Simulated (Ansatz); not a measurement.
The reference is CuCl in the zinc blende structure (space group F-43m, No. 216).

```xyz
2
Lattice="0.0000 2.7120 2.7120 2.7120 0.0000 2.7120 2.7120 2.7120 0.0000" Properties=species:S:1:pos:R:3 pbc="T T T"
Cl     4.0680     4.0680     4.0680
Cu     0.0000     0.0000     0.0000
```

Computed with Ansatz (a quantum-chemistry and plane-wave program) PBE, scalar-relativistic without spin-orbit coupling.

One change was made to it. Results:

| quantity | base | after |
|---|---|---|
| hole mass (degenerate bands, along [100]) | 0.39, 1.6, 1.6 mₑ (at Γ) | 0.43, 1.3, 1.3 mₑ (at Γ) |
| density | 4.12 g/cm³ | 4.62 g/cm³ |
| shortest interatomic distance | 2.349 Å | 2.261 Å |
| electron mass | 0.22 mₑ (at Γ) | 0.23 mₑ (at Γ) |
| band gap | 0.53 eV | 0.76 eV |

**Question.** Which of these changes matches the shifts?
A. pressure 1.5 GPa
B. pressure −1 GPa
C. pressure 0.3 GPa
D. pressure −2 GPa
E. pressure 7.5 GPa

**Answer.** E, pressure 7.5 GPa. For comparison, the band gap in the other runs: pressure −2 GPa gives 0.45 eV; pressure 0.3 GPa gives 0.54 eV; pressure −1 GPa gives 0.49 eV; pressure 1.5 GPa gives 0.58 eV.

Load acts through the strain it causes; cell and atoms are relaxed under it. Masses are band curvatures over ±0.01 Å⁻¹ around the edge. Whether these cells are dynamically stable was not tested. Tetrahedral semiconductors of this kind turn to denser phases somewhere between about 1 and 50 GPa; those were not computed, so compressed cells here can lie past the real transition. No Hubbard U is applied. The final runs are not spin-polarised.
